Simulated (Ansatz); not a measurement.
## BP: alloy series

The parent structure is BP in the zinc blende structure (space group F-43m, No. 216; a = 4.5485 Å).

The other end (x = 1) is AlP in the zinc blende structure (space group F-43m, No. 216): 20.89 Å³/atom, gap 1.63 eV.

Al replaces a fraction x of B; each row is one arrangement (x, atoms in the cell, starting space group or random), fully relaxed.

Level of theory: plane-wave PAW DFT at the PBE level (Ansatz, a first-principles code, 420 eV), no spin-orbit coupling.

Notes on the quantities. deviation of the volume from the linear: Vegard-type) interpolation.

```json
[
 {"variant": "base", "deviation of the volume from the linear": "–", "mixing energy": "–", "band gap": "1.25 eV"},
 {"variant": "x(Al) = 0.25, 8 atoms, I-42m", "deviation of the volume from the linear": "-1.6 %", "mixing energy": "+196 meV/atom", "band gap": "0.92 eV"},
 {"variant": "x(Al) = 0.25, 8 atoms, P-43m", "deviation of the volume from the linear": "-0.6 %", "mixing energy": "+0.258 eV/atom", "band gap": "0.96 eV"},
 {"variant": "x(Al) = 0.333, 6 atoms, P3m1", "deviation of the volume from the linear": "-1.7 %", "mixing energy": "+0.257 eV/atom", "band gap": "0.21 eV"},
 {"variant": "x(Al) = 0.5, 4 atoms, R3m", "deviation of the volume from the linear": "-0.8 %", "mixing energy": "+0.302 eV/atom", "band gap": "0.62 eV"},
 {"variant": "x(Al) = 0.75, 8 atoms, Pmm2", "deviation of the volume from the linear": "-1.3 %", "mixing energy": "+147 meV/atom", "band gap": "1.00 eV"},
 {"variant": "x(Al) = 0.75, 8 atoms, I-42m", "deviation of the volume from the linear": "…", "mixing energy": "…", "band gap": "…"}
]
```

**Question.** Complete the table.

**Answer.** 
- x(Al) = 0.75, 8 atoms, I-42m, deviation of the volume from the linear: -1.8 %
- x(Al) = 0.75, 8 atoms, I-42m, mixing energy: +114 meV/atom
- x(Al) = 0.75, 8 atoms, I-42m, band gap: 1.14 eV

Each cell is one ordered arrangement of few atoms, which overstates ordering effects compared with a random alloy. Stability against distortions was not tested. The zero or small gap of AlB2P3 can change with the level of theory.
